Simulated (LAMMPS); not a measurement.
Simulation of a melt made from Cu (fcc), 4000 atoms, at 1770 K and 5 GPa, brought to that temperature within a few picoseconds.

Computed with classical MD, pair style eam, the elements' _smf7.eam files (smf7); code LAMMPS.

| Property | Result |
|---|---|
| state found | liquid |
| density | 8.0191 ± 0.0010 g/cm³ |
| volume per atom | 13.159 ± 0.002 Å³/atom |
| enthalpy per atom | -2.5357 ± 0.0003 eV/atom |
| first peak of g(r) | 2.45 Å, height 2.6 |
| coordination number | 13.2 (counted to 3.50 Å) |
| most common Cu-Cu-Cu angle | at the 3° bin centred on 55.5°, after smoothing over three bins (mean of all 96°) |
| self-diffusion coefficient of Cu (not corrected for cell size) | (5.42 ± 0.07) × 10^-5 cm²/s |
| shear viscosity (Green-Kubo) | 3.5 ± 0.6 mPa s |
| mean frequency of the vibrational (phonon) density of states | 4.6 THz |
| cost | about 12 core-minutes (a rough figure) |

Potential: the _smf7.eam files of the LAMMPS distribution; the Cu file's header cites Foiles, Phys Rev B 32, 7685 (1985).

Caution: a run this short can hold a crystal over, or a liquid under, the potential's own melting point, which these runs don't give.

States go by the mean squared displacement: a species diffuses where it passes 1.5 Å², still rises and gives D over 1e-6 cm²/s; a crystal has left its structure where atoms lie 0.35 Å off their sites on average or a cubic box changes its shape by 3 %, or the axial ratios of another lie 8 % off the starting cell's, which the potential's own relaxation can also do.

Errors of D are the spread over four groups of atoms in one short run; a floor of about 5 %, a picked value, is safer.

Uncertainties are statistical and leave out the potential's own error.

```
q (1/Å)  number structure factor
-------  -----------------------
0.6800                     0.033
0.8800                     0.036
1.080                      0.037
1.280                      0.050
1.480                      0.062
1.680                      0.077
1.880                      0.118
2.080                      0.188
2.280                      0.326
2.480                      0.689
2.680                       1.33
2.880                       1.93
3.080                       2.06
3.280                       1.68
3.480                       1.18
3.680                      0.847
3.880                      0.707
4.080                      0.657
4.280                      0.661
4.480                      0.715
4.680                      0.806
4.880                      0.922
5.080                       1.04
5.280                       1.14
5.480                       1.20
5.680                       1.20
5.880                       1.16
6.080                       1.09
6.280                       1.02
6.480                      0.947
6.680                      0.901
6.880                      0.884
7.080                      0.892
7.280                      0.921
7.480                      0.960
7.680                       1.00
7.880                       1.04
8.080                       1.06
8.280                       1.06
8.480                       1.06
8.680                       1.04
8.880                       1.02
9.080                      0.996
9.280                      0.977
9.480                      0.965
9.680                      0.961
9.880                      0.966
10.08                      0.977
10.28                      0.990
10.48                       1.00
10.68                       1.01
10.88                       1.02
11.08                       1.02
11.28                       1.02
11.48                       1.01
11.68                       1.01
11.88                      0.998
```
